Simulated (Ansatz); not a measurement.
VAl (Cmmm, No. 65, 2 atoms in the cell; start mp-1228001) was calculated with r²SCAN (PAW; Ansatz, a quantum-chemistry and plane-wave program).

The input as run:

Ansatz 0.2 input:
```yaml
crystal:
  lattice:
    - [1.7679251137, -1.9403343091, 0.0]
    - [1.7679251137, 1.9403343091, 0.0]
    - [0.0, 0.0, 4.0100238199]
  atoms:
    - { symbol: Al, position: [0.0, 0.0, 0.0] }
    - { symbol: V, position: [0.5, 0.5, 0.5] }
basis:
  ecutwfc: 560
  ecutrho_ratio: 4
  xc_grid: 3
kpoints:
  mp_grid: { grid: [20, 20, 14] }
hamiltonian:
  xc: r2scan
  dispersion: none
  pseudopotentials: { kind: paw }
scf:
  occupations: { method: fermi_dirac, width: 0.05 }
output:
  forces: true
  stress: true
  eigenvalues: true
relax:
  f_tol: 0.004
  escape_saddle: false
  max_steps: 80
  cell: { stress_tol: 0.02, fix: [volume] }
```

The run printed, among other lines:

```
Relaxation: its limit of steps is 80 (relax.max_steps)
Crystal: 2 atoms, lattice volume = 27.512 Å³
Basis set: ecut = 560 eV, 827 PW (Γ), exchange–correlation on 72×72×96 points (27 copies of the dense FFT grid, shifted against one another)
Bands: 12, of which v1, the nominal top of the filled ones, is band 8 counted from 1 (7 counted from 0)
Symmetry: 8 space group operations
Space group: Cmmm (ITA 65), of the structure as read, at distance tolerance 3.0e-5 Å
k-points: 888 of 5600
Functional: x = r2scan, c = r2scan; τ floored in thin density (d = 2e-4 eV/Å³)
SCF iter   1: F=—  HF=-3458.004349 eV  |F-HF|=—  |Δ(HF+E_count)|=         —  Δρ=1.62e-2  dr2=5.20e-2  dr2_τ=3.28e-2
SCF iter   2: F=—  HF=-3458.037925 eV  |F-HF|=—  |Δ(HF+E_count)|=   3.36e-2  Δρ=6.30e-3  dr2=8.65e-3  dr2_τ=7.45e-4
  ...
SCF 1 converged in 7 iterations: F = -3458.038452 eV  dr2 = 5.90e-9
Crystal: 2 atoms, lattice volume = 27.512 Å³
Initial density: handed on by an earlier stage of this run
SCF 2 converged in 6 iterations: F = -3458.038467 eV  dr2 = 1.27e-9
Crystal: 2 atoms, lattice volume = 27.512 Å³
SCF 3 converged in 6 iterations: F = -3458.038486 eV  dr2 = 3.15e-9
Crystal: 2 atoms, lattice volume = 27.512 Å³
SCF iter   5: F=—  HF=-3458.038487 eV  |F-HF|=—  |Δ(HF+E_count)|=   3.13e-9  Δρ=3.45e-7  dr2=5.14e-12  dr2_τ=5.56e-12
SCF iter   6: F=-3458.038487 eV  HF=-3458.038487 eV  |F-HF|=1.82e-12  |Δ(HF+E_count)|=  4.82e-11  Δρ=2.62e-8  dr2=4.47e-14  dr2_τ=8.00e-15
SCF 4 converged in 6 iterations: F = -3458.038487 eV  dr2 = 4.47e-14
SCF converged after 6 iterations
Free energy (F): -3458.038487 eV
Internal energy: -3458.028919 eV  (E = F + TS)
E sigma→0 (E₀):  -3458.033703 eV
Fermi energy:    13.023464 eV
--- Forces (eV/Å), atoms counted from 1 ---
  atom   1  Al     0.00000000     0.00000000     0.00000000
  atom   2  V      0.00000000     0.00000000     0.00000000
--- Stress (GPa, compression-positive) ---
        3.223475      -0.000000       0.000000
       -0.000000       3.216708      -0.000000
        0.000000      -0.000000       3.233222
  P = ⅓ Tr σ = 3.2245 GPa (32.245 kbar)
```

The cell is one volume of an energy–volume scan, off the minimum.

The PAW data were made under PBE.

Note: the run has no spin polarisation, so it can have missed a magnetic state. Note: the relaxation could not lower the start's symmetry, so the cell can be a saddle point above a distorted one.

A start named mp-… is a Materials Project structure, which need not be a measured phase.
